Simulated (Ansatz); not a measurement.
Base system: Mg₂C (space group Pn-3m, No. 224; a hypothetical phase, not in the database extracts checked).

```
Mg2C
1.0
    4.83922     0.00000     0.00000
    0.00000     4.83922     0.00000
    0.00000     0.00000     4.83922
Mg C
4 2
Cartesian
  3.62941   3.62941   3.62941
  3.62941   1.20980   1.20980
  1.20980   3.62941   1.20980
  1.20980   1.20980   3.62941
  0.00000   0.00000   0.00000
  2.41961   2.41961   2.41961
```

Cartesian axes are those of the cell as printed.

All numbers come from PBE, PAW, 420 eV (Ansatz, a quantum-chemistry and plane-wave program; no SOC).

Now apply this change: uniaxial strain ε_yy = −1.20 %, all other strain components held at zero, atoms relaxed at fixed cell.

### Question
Estimate the effect on the energy relative to the base and valley order.

### Answer
The energy increases by 0.5 meV/atom; the valley order (the lowest conduction-band minima on the path, energy above the VBM, named in the base's zone) comes out as Γ 0.01 eV; M along [011] 1.10 eV; M along [101] 1.15 eV.

Whether these cells are dynamically stable was not tested. The final runs are not spin-polarised. Gaps under 0.05 eV, about the width of the smearing, are given as zero.
